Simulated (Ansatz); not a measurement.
Candidates (primitive cells; geometry: cell and atoms relaxed with PBEsol):
A. Ta₃N₅ (Cmcm), a = 5.463 Å, b = 5.463 Å, c = 10.237 Å, α = 90.00°, β = 90.00°, γ = 138.43°
B. AlN (P6_3mc), a = b = 3.1138 Å, c = 4.9837 Å, α = β = 90.00°, γ = 120.00°
C. NaCNO (R3m), a = 5.4397 Å, b = 5.4397 Å, c = 5.4397 Å, α = 38.84°, β = 38.84°, γ = 38.84°

**Question.** Rank these by electron conductivity mass (lowest first), as PBEsol, rigid bands (Ansatz, a first-principles code) gives it.

**Answer.** B (0.31 mₑ), A (0.42 mₑ), C (0.66 mₑ)

Masses are for dilute carriers at 300 K, harmonic means over directions unless an axis is named. Spin-orbit coupling is left out.

Formula and space group known from diffraction (Crystallography Open Database), not checked to be the room-temperature form: NaCNO (R3m), Ta3N5 (Cmcm). The missing spin-orbit coupling matters most for Ta3N5 (Cmcm).
